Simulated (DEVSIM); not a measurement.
System: Ru/SiO2/p-Si capacitor, at 300 K.

```
layer (left to right)  material  thickness (nm)  Na (cm⁻³)
---------------------  --------  --------------  ---------
1                          SiO2            12.0          -
2                            Si            3100     3.4e16
```

Metal gate on the left, work function 4.7 eV. Fixed charge at the semiconductor interface 0 cm⁻² (in units of +e); interface traps 2.3e10 cm⁻² eV⁻¹, uniform in energy, neutral level at 0.7 of the gap above the valence band.

The device is made up for the run: typed textbook-type constants, with dimensions and the other settings drawn at random. Values at 300 K.

```
parameter      SiO2       Si
-------------  ----  -------
gap (eV)          9    1.124
affinity (eV)   0.9     4.05
permittivity    3.9     11.7
Nc (cm⁻³)         -  2.86e19
Nv (cm⁻³)         -   3.1e19
```

DEVSIM, 1D Poisson equation in equilibrium, Boltzmann statistics, complete ionisation; no quantum confinement or tunnelling. Metal contacts follow the ideal Schottky-Mott rule: no Fermi-level pinning, no interface dipoles.

The interface trap density was swept, all else fixed.

| interface trap density (cm^-2 eV^-1) | minimum of the low-frequency capacitance (μF/cm²) | flat-band voltage (V) | threshold voltage (band bending 2φF) (V) |
|---|---|---|---|
| 0 | 0.0550 | -0.30 | 0.80 |
| 1e10 | 0.0561 | -0.30 | 0.80 |
| 2.3e10 | 0.0574 | -0.31 | 0.80 |
| 1e11 | 0.0649 | -0.33 | 0.81 |
| 3e11 | 0.0825 | -0.40 | 0.83 |
| 1e12 | 0.127 | -0.64 | 0.89 |
| 2e12 | 0.165 | -0.98 | 0.98 |

From the first row to the last the minimum of the low-frequency capacitance goes from 0.0550 to 0.165. From the first row to the last the flat-band voltage goes from -0.30 to -0.98.
